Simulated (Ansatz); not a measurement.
Functionals compared on the (10-13) surface of hcp Ru in its 1x1 cell, outermost plane spacing 0.20 Å in the ideal cut, in Ansatz (plane waves, PAW). The structure was relaxed with PBE; the other rows are single points on it, each with its references at the same level. Cutoff 420 eV (500 eV for r2SCAN).

Set-up: 18 atoms, 10.0 Å thick at the start (thin: gaps and levels are the slab's own); mesh 14x5x1; 0.1 eV smearing; dipole correction on; all atoms relaxed; held to the part of the start's symmetry that mesh and held atoms allow; no spin, no spin-orbit, no U. These notes are the PBE run's.

| functional | surface energy (J/m²) | work function of the top face (eV) | rough cost of the single point |
|---|---|---|---|
| PBE | 3.06 | 4.47 | – |
| LDA | 3.69 | 4.82 | very roughly 6 core-minutes |
| PBEsol | 3.51 | 4.58 | roughly 6 core-minutes |
| RPBE | ? | ? | very roughly 5 core-minutes |
| r2SCAN | 3.29 | 4.45 | about 10 core-minutes (a rough figure) |

### Question
Complete the blanks.

### Answer

- RPBE, surface energy (J/m²): 2.80
- RPBE, work function of the top face (eV): 4.30

Ansatz is a program for electronic structure.
